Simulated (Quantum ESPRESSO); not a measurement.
Input and output of a self-consistent single point for Rb3Zn (I4/mmm, 4 atoms in the cell) (Quantum ESPRESSO).

Level of theory: LDA (PZ), GBRV 1.5 ultrasoft (LDA) pseudopotentials (plane waves; Quantum ESPRESSO).

The change in words: lattice scaled by 0.98. Reference geometry:
```
Rb3Zn
1.0
   -3.13969     3.13969     6.31754
    3.13969    -3.13969     6.31754
    3.13969     3.13969    -6.31754
Rb Zn
3 1
Direct
  0.75000   0.25000   0.50000
  0.25000   0.75000   0.50000
  0.50000   0.50000   0.00000
  0.00000   0.00000   0.00000
```

Reference input (self-consistent single point, DFT, LDA (PZ), plane waves, GBRV 1.5 ultrasoft (LDA) pseudopotentials): ecutwfc = 50 Ry; ecutrho = 250 Ry; occupations = smearing; smearing = gaussian; degauss = 0.019992 Ry; potentials = {Rb: rb_lda_v1.uspp.F.UPF, Zn: zn_lda_v1.uspp.F.UPF}; K_POINTS = automatic 5 5 5 0 0 0; conv_thr = 1e-09 Ry; mixing_beta = 0.7. This run's input differs from it in these lines:

```diff
@@ -26,5 +26,5 @@
 CELL_PARAMETERS angstrom
-  -3.139690000     3.139690000     6.317535000
-   3.139690000    -3.139690000     6.317535000
-   3.139690000     3.139690000    -6.317535000
+  -3.076896000     3.076896000     6.191184000
+   3.076896000    -3.076896000     6.191184000
+   3.076896000     3.076896000    -6.191184000
 ATOMIC_POSITIONS crystal
```

Log, with long lists cut:

```
     Self-consistent Calculation

     iteration #  1     ecut=    50.00 Ry     beta= 0.70

     negative rho (up, down):  1.890E-01 0.000E+00

     total energy              =    -539.57970241 Ry
     estimated scf accuracy    <      97.87440887 Ry

     iteration #  2     ecut=    50.00 Ry     beta= 0.70

     negative rho (up, down):  1.555E-01 0.000E+00

     total energy              =    -588.31069031 Ry
     estimated scf accuracy    <     364.94071857 Ry

     iteration #  3     ecut=    50.00 Ry     beta= 0.70

     negative rho (up, down):  1.806E-01 0.000E+00

     total energy              =    -626.19866193 Ry
     estimated scf accuracy    <      32.69971742 Ry

   [... 16 blocks of this kind left out ...]

     iteration # 20     ecut=    50.00 Ry     beta= 0.70

     negative rho (up, down):  1.894E-01 0.000E+00

     total energy              =    -620.95988451 Ry
     estimated scf accuracy    <          1.2E-09 Ry

     iteration # 21     ecut=    50.00 Ry     beta= 0.70

     negative rho (up, down):  1.894E-01 0.000E+00
     End of self-consistent calculation

     the Fermi energy is     3.3336 ev

!    total energy              =    -620.95988451 Ry
     estimated scf accuracy    <          4.2E-11 Ry
     smearing contrib. (-TS)   =      -0.00750479 Ry
     internal energy E=F+TS    =    -620.95237972 Ry

     convergence has been achieved in  21 iterations

     negative rho (up, down):  1.894E-01 0.000E+00

     Forces acting on atoms (cartesian axes, Ry/au):

     atom    1 type  1   force =     0.00000000    0.00000000    0.00000000
   [... zero for the other atoms too ...]

     Total force =     0.000000     Total SCF correction =     0.000000

     negative rho (up, down):  1.894E-01 0.000E+00
          total   stress  (Ry/bohr**3)                   (kbar)     P=       -6.32
  -0.00004118   0.00000000   0.00000000           -6.06        0.00        0.00
   0.00000000  -0.00004118   0.00000000            0.00       -6.06        0.00
   0.00000000   0.00000000  -0.00004646            0.00        0.00       -6.84

   JOB DONE.
```

The run converged in 21 iterations. Against the reference run the free energy falls by 14.7 meV/atom and the pressure goes from -0.76 to -0.63 GPa.

The starting cell comes from a database of computed structures (which also holds hypothetical and non-ambient phases and stackings), without a prior relaxation at this level. For this run, on top of that: lattice scaled by 0.98.

Cost on one core of a shared machine: roughly 6 min.
